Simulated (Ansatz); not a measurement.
## Worked example: self-consistent single point of CrC (P-6m2, 2 atoms in the cell) in Ansatz

Level of theory: LDA (PW92), default PAW files made with PBE (plane waves; Ansatz, a quantum-chemistry and plane-wave program).

Input:

Ansatz 0.2 input:
```yaml
crystal:
  lattice:
    - [2.71508100, 0.00000000, 0.00000000]
    - [-1.35754000, 2.35132900, 0.00000000]
    - [0.00000000, 0.00000000, 2.62943500]
  atoms:
    - { symbol: Cr, position: [0.66666700, 0.33333300, 0.00000000] }
    - { symbol: C, position: [0.00000000, 0.00000000, 0.50000000] }
basis:
  ecutwfc: 30.9 Ry
kpoints:
  mp_grid: { grid: [14, 14, 12] }
hamiltonian:
  xc: lda
  pseudopotentials: { kind: paw }
scf:
  occupations: { method: fermi_dirac, width: 0.0073 Ry }
output:
  forces: true
  eigenvalues: true
  stress: true
```

Output, abridged:

```
WARN the atoms were moved onto the symmetric positions of the space group found under crystal.symmetry.tolerance 1.0e-5 (fractional …
WARN ansatz: RAYON_NUM_THREADS=1 ignored (pool sized by the plan → 1); use --threads N
Pseudopotentials: kind: paw
Pseudopotential: Cr, paw, valence charge 14
Pseudopotential: C, paw, valence charge 4
Crystal: 2 atoms, lattice volume = 16.786 Å³
Basis set: ecut = 420.4159175005146 eV, 327 PW (Γ)
Bands: 13, of which v1, the nominal top of the filled ones, is band 9 counted from 1 (8 counted from 0)
Symmetry: 12 space group operations
Space group: P-6m2 (ITA 187), of the structure as read, at distance tolerance 2.6e-5 Å
k-points: 168 of 2352 (time reversal used)
PAW frozen core: Cr, regenerated for the run's functional, and the local potential with it
PAW frozen core: C, regenerated for the run's functional, and the local potential with it
Initial density: superposition of atomic densities (neutral atoms: chi_scale 0, normalization atom), corrected by the library's trained network
Initial wavefunctions: pseudopotential atomic-orbital guess
Eigensolver: davidson
Functional: x = slater, c = lda
SCF iter   1: F=—  HF=-3566.307067 eV  |F-HF|=—  |Δ(HF+E_count)|=         —  Δρ=1.49e-2  dr2=3.50e-2  ethr=1.77e-3  ⟨swp⟩=4.2  Hψ=9680  notcnv=0
all-band conjugate gradients solve this SCF's bands
preconditioner: auto → none
SCF iter   2: F=—  HF=-3566.304686 eV  |F-HF|=—  |Δ(HF+E_count)|=   2.38e-3  Δρ=1.11e-2  dr2=2.39e-2  ethr=1.95e-4  ⟨swp⟩=2.0  Hψ=4063  notcnv=0
SCF iter   3: F=—  HF=-3566.301057 eV  |F-HF|=—  |Δ(HF+E_count)|=   3.63e-3  Δρ=1.73e-3  dr2=5.28e-4  ethr=1.33e-4  ⟨swp⟩=1.0  Hψ=2184  notcnv=0
SCF iter   4: F=—  HF=-3566.300933 eV  |F-HF|=—  |Δ(HF+E_count)|=   1.24e-4  Δρ=4.28e-4  dr2=2.08e-5  ethr=2.94e-6  ⟨swp⟩=2.4  Hψ=3353  notcnv=0
SCF iter   5: F=—  HF=-3566.300932 eV  |F-HF|=—  |Δ(HF+E_count)|=   1.42e-6  Δρ=6.26e-5  dr2=3.20e-7  ethr=1.16e-7  ⟨swp⟩=2.6  Hψ=3287  notcnv=0
SCF iter   6: F=-3566.300932 eV  HF=-3566.300932 eV  |F-HF|=1.28e-8  |Δ(HF+E_count)|=   1.97e-7  Δρ=1.16e-5  dr2=1.51e-8  ethr=5.56e-10  ⟨swp⟩=5.2  Hψ=9420  notcnv=0
SCF 1 converged in 6 iterations: F = -3566.300932 eV  dr2 = 1.51e-8
SCF converged after 6 iterations
Free energy (F): -3566.300932 eV
Harris-Foulkes:  -3566.300932 eV  (|F-HF|=1.28e-8)
Internal energy: -3566.279081 eV  (E = F + TS)
E sigma→0 (E₀):  -3566.290007 eV
Entropy (-TS):   -0.021851 eV (-10.925 meV/atom)
Fermi energy:    17.057689 eV
--- Per-component energies (eV) ---
  E_band       = -135.532254
  E_kinetic    = 432.333963
  E_local      = -1330.807797  (includes V_loc(G=0)·N_el)
  E_nonlocal   = 109.032758
  E_hartree    = 568.895555
  E_xc         = -187.771527
  E_vxc        = -239.018871  (∫ρ·V_xc dr)
  E_paw        = -1230.800545  (= ΣΔE_a)
  E_vpaw       = -244.863727  (= ΣTr[D̂ρ^β])
  E_aug_tail   = 0.000295  (compensation charges beyond the density's cutoff)
  E_ewald      = -1927.589741
  E_core_change = 0.427957  (= ΣΔE_core)
  E_smearing   = -0.021851  (= −TS)
  E_closure    = -0.000000  (closes the sum)
  Σ components = -3566.300932   (vs F -3566.300932, Δ=0.00e0)
--- Forces (eV/Å), atoms counted from 1 ---
  atom   1  Cr    -0.00000000    -0.00000000    -0.00000000
  atom   2  C     -0.00000000    -0.00000000    -0.00000000
  max |Σ_I F_I| component: 2.41e-16 eV/Å
--- Stress (GPa, compression-positive) ---
      -20.582122      -0.000000      -0.000000
       -0.000000     -20.582122       0.000000
       -0.000000       0.000000     -23.304075
  P = ⅓ Tr σ = -21.4894 GPa (-214.894 kbar)
  The stress holds the Pulay correction. Without it, at fixed plane waves, as pw.x and ABINIT print it: P = -21.9454 GPa
--- Band table (eV; the first three rows and the last of 168) ---
  k-point 0: bands = ["-53.9469", "-25.4787", "-25.4160", "-25.4160", "3.1631", "14.2561", "14.6672", "14.6672", "18.2231", "18.3038", "18.3038", "22.4149", "22.4149"]
  k-point 1: bands = ["-53.9437", "-25.5075", "-25.4134", "-25.4134", "3.3063", "14.0977", "14.7319", "14.7319", "18.1247", "18.1247", "18.1452", "22.4602", "22.4602"]
  k-point 2: bands = ["-53.9347", "-25.5858", "-25.4064", "-25.4064", "3.7239", "13.5457", "14.9143", "14.9143", "17.6911", "17.6911", "18.1024", "22.5024", "22.5024"]
  k-point 167: bands = ["-53.8277", "-25.7968", "-25.6909", "-25.6218", "7.7718", "11.0282", "12.0272", "15.2845", "16.5528", "19.0622", "21.2015", "21.2062", "23.4485"]
```

The run converged in 6 iterations.

The starting cell comes from a database of computed structures (which also holds hypothetical and non-ambient phases and stackings), without a prior relaxation at this level. Its lattice was rescaled by up to half a per cent. Spin polarisation is off. With a pressure of about -21 GPa the cell is away from its equilibrium volume at this level. Ansatz's pressure includes its estimate of the finite-basis (Pulay) stress.
